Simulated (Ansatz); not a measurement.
The parent structure is BeTe in the rock salt structure (space group Fm-3m, No. 225; a = 5.302 Å; a hypothetical phase, not in the database extracts checked).

Modification: Ba takes the place of Be on all its sites; the structure is relaxed again.

Levels (all Ansatz, an electronic-structure program, PAW, earlier PAW set): PBEsol (420 eV, without spin-orbit coupling); r2SCAN (500 eV, without spin-orbit coupling); HSE06 (420 eV, scalar-relativistic without spin-orbit coupling); PBEsol+SOC (420 eV, noncollinear with spin-orbit coupling); HSE06+SOC (420 eV, spin-orbit coupling included).

One geometry, relaxed with PBEsol, under each level:

Notes on the quantities. hole mass: degenerate bands, along [100].

The valence-band top lists the three highest levels at Γ (Kramers pairs under SOC), from the VBM.

| level | band gap | lowest conduction level above the VBM at special points | valence-band top at Γ | electron mass | hole mass | pressure |
|---|---|---|---|---|---|---|
| PBEsol | 1.46 eV | X 1.46 eV; U 2.53 eV; K 2.53 eV; Γ 2.92 eV | 0.00, 0.00, 0.00 eV | 1.3 mₑ along k, 0.26 mₑ across (at X) | 0.15, 1.2, 1.2 mₑ (at Γ) | 0.0 kbar |
| r2SCAN | 1.90 eV | X 1.90 eV; U 2.99 eV; K 2.99 eV; Γ 3.41 eV | – | 1.3 mₑ along k, 0.27 mₑ across (at X) | 0.17, 1.3, 1.3 mₑ (at Γ) | 18.0 kbar |
| HSE06 | 2.23 eV | X 2.23 eV; U 3.36 eV; K 3.36 eV; Γ 3.82 eV | – | – | – | – |
| PBEsol+SOC | 1.19 eV | X 1.19 eV; U 2.25 eV; K 2.25 eV; Γ 2.64 eV | 0.00, 0.00, -0.87 eV | 1.3 mₑ along k, 0.26 mₑ across (at X) | 0.18, 1.1 mₑ (at Γ) | -0.1 kbar |
| HSE06+SOC | 1.94 eV | X 1.94 eV; U 3.06 eV; K 3.06 eV; Γ 3.50 eV | 0.00, 0.00, -0.94 eV | – | – | – |

Single points use the geometry relaxed with PBEsol. Their cutoffs differ, which shifts pressures a little. The hybrid gap comes from the SCF mesh plus the semilocal run's edge points and a few special points and is an upper bound. The spin-orbit shifts are approximate. With Te present, leaving out spin-orbit coupling can change the band edges. Masses are band curvatures over ±0.01 Å⁻¹ around the edge. Along k means along the line from Γ to the band edge. Whether these cells are dynamically stable was not tested. The runs without spin-orbit coupling are not spin-polarised.
